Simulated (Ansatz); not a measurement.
Consider La₂O₃ (space group P-3m1, No. 164; a = 3.940 Å, c = 6.188 Å).

The values are results of PBE/PAW in Ansatz (a first-principles code), no spin-orbit coupling, earlier PAW set, not measurements.

Before the change:

- Lattice parameter a: 3.940 Å
- c/a ratio: 1.570

The change: a hydrostatic pressure of 15 GPa.

Problem. Estimate the effect on the lattice parameter a.

Solution. The lattice parameter a falls by 0.071 Å (3.940 Å → 3.869 Å).

Problem. Estimate the effect on the c/a ratio.

Solution. The c/a ratio drops by 0.088 (1.570 → 1.482).

Load acts through the strain it causes; cell and atoms are relaxed under it. No phonon test of stability was made. Competing high-pressure phases were not computed.
